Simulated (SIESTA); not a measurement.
SIESTA run on MnZnF6 (R-3, 16 atoms in the cell): self-consistent single point.

Method: GGA PBEsol+U, numerical atomic orbitals DZP, PseudoDojo PBEsol standard norm-conserving potentials (rewritten from UPF to PSML) in SIESTA.

The change in words: 1 x 2 x 1 supercell, mesh divided and rounded up; kgrid.MonkhorstPack: 5 5 5 → 5 3 5. Reference geometry:
```yaml
crystal:
  lattice:
    - [2.39905, 1.38509, 4.34060]
    - [-2.39905, 1.38509, 4.34060]
    - [0.00000, -2.77019, 4.34060]
  atoms:
    - { symbol: Mn, position: [0.00000, 0.00000, 0.00000], spin: 4.0 }
    - { symbol: Zn, position: [0.50000, 0.50000, 0.50000] }
    - { symbol: F, position: [0.76678, 0.10113, 0.36870] }
    - { symbol: F, position: [0.23322, 0.89887, 0.63130] }
    - { symbol: F, position: [0.36870, 0.76678, 0.10113] }
    - { symbol: F, position: [0.63130, 0.23322, 0.89887] }
    - { symbol: F, position: [0.10113, 0.36870, 0.76678] }
    - { symbol: F, position: [0.89887, 0.63130, 0.23322] }
```
(The spins are starting values, not results.)

Reference input (self-consistent single point, DFT, GGA PBEsol+U, numerical atomic orbitals DZP, PseudoDojo PBEsol standard norm-conserving potentials (rewritten from UPF to PSML)): XC.functional = GGA; XC.authors = PBEsol; potentials = PseudoDojo PBEsol standard; PAO.BasisSize = DZP; PAO.EnergyShift = 0.01 Ry; MeshCutoff = 300 Ry; kgrid.MonkhorstPack = 5 5 5; OccupationFunction = MP; OccupationMPOrder = 0; ElectronicTemperature = 116.05 K; Spin = polarized; DM.InitSpin = [1 +4.00, 2 +0.00, 3 +0.00, 4 +0.00, 5 +0.00, 6 +0.00, 7 +0.00, 8 +0.00]. This run's input differs from it in these lines:

```diff
@@ -4,3 +4,3 @@
 
-NumberOfAtoms                8
+NumberOfAtoms                16
 NumberOfSpecies              3
@@ -14,3 +14,3 @@
      2.399053000    1.385094000    4.340600000
-    -2.399053000    1.385094000    4.340600000
+    -4.798106000    2.770188000    8.681200000
      0.000000000   -2.770188000    4.340600000
@@ -20,9 +20,17 @@
      0.000000000    0.000000000    0.000000000  1
+    -2.399053000    1.385094000    4.340600000  1
      0.000000000    0.000000000    6.510900000  2
+    -2.399053000    1.385094000   10.851500000  2
      1.596929629    0.180768618    5.367629366  3
+    -0.802123371    1.565862618    9.708229366  3
     -1.596929629   -0.180768618    7.654170634  3
+    -3.995982629    1.204325382   11.994770634  3
     -0.955015018    1.292597423    5.367629366  3
+    -3.354068018    2.677691423    9.708229366  3
      0.955015018   -1.292597423    7.654170634  3
+    -1.444037982    0.092496577   11.994770634  3
     -0.641914611   -1.473366041    5.367629366  3
+    -3.040967611   -0.088272041    9.708229366  3
      0.641914611    1.473366041    7.654170634  3
+    -1.757138389    2.858460041   11.994770634  3
 %endblock AtomicCoordinatesAndAtomicSpecies
@@ -36,3 +44,3 @@
     5   0   0  0.0
-    0   5   0  0.0
+    0   3   0  0.0
     0   0   5  0.0
@@ -45,3 +53,3 @@
   1 +4.00
-  2 +0.00
+  2 +4.00
   3 +0.00
@@ -52,2 +60,10 @@
   8 +0.00
+  9 +0.00
+  10 +0.00
+  11 +0.00
+  12 +0.00
+  13 +0.00
+  14 +0.00
+  15 +0.00
+  16 +0.00
 %endblock DM.InitSpin
```

Output (repeated stretches shortened):

```
        iscf     Eharris(eV)        E_KS(eV)     FreeEng(eV)     dDmax    Ef(eV) dHmax(eV)
   scf:    1   -25029.502557   -25207.009930   -25207.011283  0.867415 -0.176421 52.979890
     spin moment: {S} , |S| = {        0.0        0.0    6.66421 }     6.66421
   scf:    2   -25270.189247   -25273.890461   -25273.890461  0.413657 -1.227470 25.090533
     spin moment: {S} , |S| = {        0.0        0.0    6.00000 }     6.00000
   scf:    3   -25298.355363   -25286.902411   -25286.902411  0.153746 -3.626485 17.440778
     spin moment: {S} , |S| = {        0.0        0.0    6.00000 }     6.00000
   [... lines left out ...]
     spin moment: {S} , |S| = {        0.0        0.0    6.00000 }     6.00000
hubbard_term: recalculating local occupations   24
hubbard_term: maximum change in local occup.    0.000544
   scf:   36   -25301.177948   -25301.177945   -25301.177945  0.000099 -6.805708  0.001611
     spin moment: {S} , |S| = {        0.0        0.0    6.00000 }     6.00000
hubbard_term: recalculating local occupations   25
hubbard_term: maximum change in local occup.    0.000541
   scf:   37   -25301.177934   -25301.177933   -25301.177933  0.000085 -6.805645  0.000519
     spin moment: {S} , |S| = {        0.0        0.0    6.00000 }     6.00000
SCF Convergence by DM+H criterion
max |DM_out - DM_in|         :     0.0000845761
max |H_out - H_in|      (eV) :     0.0005192985
DFT+U population converged by dTol_pop criteria:
max |pop(DFT+U)_i - pop(DFT+U)_j|:     0.0005414850
SCF cycle converged after 37 iterations

Using DM_out to compute the final energy and forces
hubbard_term: recalculating local occupations   26
hubbard_term: maximum change in local occup.    0.000541
hubbard_term: recalculating Hamiltonian and forces

siesta: E_KS(eV) =           -25301.1737

siesta: E_KS - E_eggbox =    -25301.1737

siesta: Atomic forces (eV/Ang):
     1   -0.000000   -0.000000   -0.000000
     2   -0.000000   -0.000000   -0.000000
     3   -0.000000    0.000000    0.000000
     4    0.000000   -0.000000    0.000000
     5   -0.193974   -0.869143    0.481519
   [... lines left out ...]
siesta: FreeEng =    -25301.173673
siesta: Cell volume =        173.081282 Ang**3
siesta:          70.48252712        108.29827778  kBar
   [... lines left out ...]
     9    -0.332530    7.332530    0.011222  F
    10    -0.332530    7.332530    0.011222  F
    11    -0.332530    7.332530    0.011222  F
    12    -0.332530    7.332530    0.011222  F
    13    -0.332533    7.332533    0.011222  F
    14    -0.332533    7.332533    0.011222  F
    15    -0.332533    7.332533    0.011222  F
    16    -0.332533    7.332533    0.011222  F
 Total     0.000000                6.000000
```

The run converged in 37 iterations. Against the reference run the free energy hardly moves (within 1 meV/atom), the pressure stays at 7.05 GPa, the largest force stays at 1.016 eV/Å, the gap on the mesh goes from 2.997 to 2.974 eV and the size of the net moment stays at 0.38 μB/atom. The full log also holds: “initDM: WARNING: atom 3 has a closed-shell and cannot be polarized”. The full log also holds: “initDM: WARNING: atom 4 has a closed-shell and cannot be polarized”.

The starting cell comes from a database of computed structures (which also holds hypothetical and non-ambient phases and stackings), without a prior relaxation at this level. Its lattice was rescaled by a random factor within 2.5 % of one. The magnetic order is the one reached from the typed start; others were not searched systematically. With U or open f shells several self-consistent states can exist. Values carry the incompleteness of an atom-centred basis. With a pressure of about 7 GPa the cell is away from its equilibrium volume at this level. Forces in this geometry exceed 1 eV/Å.

Cost on one core of a shared machine: roughly 5 min.
